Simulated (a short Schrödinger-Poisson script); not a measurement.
# MOS inversion layer, Si3N4 on p-type Si(110)

Structure: MOS inversion layer, Si3N4 on p-type Si(110), at 400 K.

```tsv
layer	material	thickness (nm)	Na (cm⁻³)
1	Si3N4	3.4	-
2	Si	210	4.1e18
```

Constants are typed, rounded textbook-type inputs, not results; the design itself was drawn at random and stands for no fabricated device. Si3N4: permittivity 7.5, conduction-band edge (eV) 1.95, gap (eV) 5.1, electron mass (mₑ) 0.5. Si: permittivity 11.7, conduction-band edge (eV) 0, gap (eV) 1.124, Nv at 300 K (cm⁻³) 3.1e19.

Channel valleys (confinement mass, in-plane density-of-states mass, number): Δ4 0.315, 0.324, 4; Δ2 0.19, 0.417, 2. At the gate the conduction-band edge of layer 1 lies 2.15 eV − eVg above the Fermi level of the channel; the field vanishes at the back. Gaps are held at their typed values at every temperature. Mesh 0.03 nm at interfaces.

From a short Schrödinger-Poisson script (our own, NumPy): 1D Poisson equation in equilibrium, electrons quantum, Hartree (BenDaniel-Duke, 12 states a valley, the channel's in-plane mass for all, wave functions free to enter the dielectric), parabolic valleys, classical holes, full ionisation, no traps, pinning or gate leakage.

```
Vg (V)  electrons (cm⁻²)  C (μF/cm²)  Δ4 E0 (meV)  Δ4 E1 (meV)  Δ2 E0 (meV)  Δ2 E1 (meV)
------  ----------------  ----------  -----------  -----------  -----------  -----------
0.35              4.35e6       0.523        536.3        690.1        560.4        738.9
0.45              2.98e7       0.503        469.8        630.8        494.6        682.1
0.55              2.12e8       0.486        401.9        569.7        427.4        623.4
0.65              1.57e9       0.473        332.8        507.0        359.0        562.8
0.75             1.17e10       0.482        263.2        443.4        290.1        501.3
0.85             8.06e10       0.610        196.5        382.4        224.0        442.0
0.95             3.68e11       0.953        143.9        334.7        171.8        395.7
1.05             9.51e11        1.24        110.7        305.7        139.1        367.5
1.15             1.72e12        1.39         89.7        288.5        118.6        350.9
1.25             2.58e12        1.48         75.0        277.3        104.3        340.1
```

Gate voltages with under 1e6 electrons/cm² are left out.

Subbands count from the Fermi level.
